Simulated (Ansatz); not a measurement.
Input and output of a self-consistent single point for LaMg14Ga (Amm2, 16 atoms in the cell) (Ansatz, a quantum-chemistry and plane-wave program).

Method: PBEsol, default PAW files made with PBE (plane waves; Ansatz).

```
CELL_PARAMETERS angstrom
     10.35347     0.00000     0.00000
      0.00000     3.18336     5.76230
      0.00000    -3.18336     5.76230
ATOMIC_POSITIONS crystal
  La 0.50000 0.17788 0.17788
  Mg 0.00000 0.16688 0.16688
  Mg 0.00000 0.67023 0.67023
  Mg 0.50000 0.18731 0.67239
  Mg 0.50000 0.67239 0.18731
  Mg 0.00000 0.16084 0.67250
  Mg 0.00000 0.67250 0.16084
  Mg 0.24215 0.33387 0.82683
  Mg 0.75785 0.82683 0.33387
  Mg 0.75785 0.33387 0.82683
  Mg 0.24215 0.82683 0.33387
  Mg 0.23702 0.33595 0.33595
  Mg 0.76298 0.33595 0.33595
  Mg 0.26889 0.82542 0.82542
  Mg 0.73111 0.82542 0.82542
  Ga 0.50000 0.64783 0.64783
```

Reference input (self-consistent single point, DFT, PBEsol, plane waves, default PAW files made with PBE): kpoints.mp_grid.grid = 2 3 3; hamiltonian.xc = pbesol; hamiltonian.pseudopotentials = {kind: paw} (the program's default PAW files); scf.occupations.method = fermi_dirac; scf.occupations.width = 0.1 eV. This run's input differs from it in these lines:

Ansatz 0.2 input:
```diff
@@ -24,3 +24,3 @@
 kpoints:
-  mp_grid: { grid: [2, 3, 3] }
+  mp_grid: { grid: [3, 5, 5] }
 hamiltonian:
```

Output, abridged:

```
SCF iter   1: F=—  HF=-36673.696804 eV  |F-HF|=—  |Δ(HF+E_count)|=         —  Δρ=2.62e-3  dr2=1.72e-1  ethr=1.77e-3  ⟨swp⟩=6.2  Hψ=6335  notcnv=0
all-band conjugate gradients solve this SCF's bands
preconditioner: auto → Kerker (q_TF=auto, 2.372 Å⁻¹)
SCF iter   2: F=—  HF=-36673.681192 eV  |F-HF|=—  |Δ(HF+E_count)|=   1.56e-2  Δρ=1.24e-3  dr2=5.58e-2  ethr=1.05e-4  ⟨swp⟩=2.0  Hψ=2755  notcnv=0
   [... lines left out ...]
SCF iter   5: F=—  HF=-36673.675299 eV  |F-HF|=—  |Δ(HF+E_count)|=   5.96e-5  Δρ=6.60e-5  dr2=3.85e-5  ethr=8.05e-8  ⟨swp⟩=2.0  Hψ=2274  notcnv=0
SCF iter   6: F=—  HF=-36673.675249 eV  |F-HF|=—  |Δ(HF+E_count)|=   4.98e-5  Δρ=1.94e-5  dr2=3.42e-6  ethr=2.35e-8  ⟨swp⟩=2.0  Hψ=2235  notcnv=0
SCF iter   7: F=—  HF=-36673.675248 eV  |F-HF|=—  |Δ(HF+E_count)|=   9.24e-7  Δρ=3.97e-6  dr2=1.28e-7  ethr=2.08e-9  ⟨swp⟩=2.0  Hψ=2220  notcnv=0
SCF iter   8: F=-36673.675248 eV  HF=-36673.675248 eV  |F-HF|=4.05e-9  |Δ(HF+E_count)|=   2.48e-8  Δρ=1.08e-6  dr2=6.49e-9  ethr=6.10e-11  ⟨swp⟩=6.7  Hψ=6882  notcnv=0
SCF 1 converged in 8 iterations: F = -36673.675248 eV  dr2 = 6.49e-9
Free energy (F): -36673.675248 eV
Internal energy: -36673.412372 eV  (E = F + TS)
E sigma→0 (E₀):  -36673.543810 eV
Entropy (-TS):   -0.262876 eV (-16.430 meV/atom)
Fermi energy:    6.199968 eV
--- Forces (eV/Å), atoms counted from 1 ---
  atom   1  La    -0.00000000     0.00000000    -0.01856453
  atom   2  Mg    -0.00000000     0.00000000     0.00015165
  atom   3  Mg    -0.00000000     0.00000000     0.01457768
  atom   4  Mg     0.00000000    -0.00626425     0.01751234
  atom   5  Mg    -0.00000000     0.00626425     0.01751234
  atom   6  Mg    -0.00000000    -0.01987246     0.01281815
  atom   7  Mg    -0.00000000     0.01987246     0.01281815
  atom   8  Mg     0.10783979    -0.07313625     0.01750183
   [... lines left out ...]
  atom  16  Ga     0.00000000    -0.00000000     0.10833663
--- Stress (GPa, compression-positive) ---
       -0.511742       0.000000       0.000000
        0.000000      -0.990683      -0.000000
        0.000000      -0.000000      -0.843591
  P = ⅓ Tr σ = -0.7820 GPa (-7.820 kbar)
  The stress holds the Pulay correction. Without it, at fixed plane waves, as pw.x and ABINIT print it: P = -0.7861 GPa
```

The run converged in 8 iterations. Against the reference run the free energy goes down by 23.8 meV/atom, the pressure goes from -0.67 to -0.78 GPa and the largest force goes from 0.106 to 0.142 eV/Å.

The starting cell comes from a database of computed structures (which also holds hypothetical and non-ambient phases and stackings), without a prior relaxation at this level. Ansatz's pressure includes its estimate of the finite-basis (Pulay) stress.
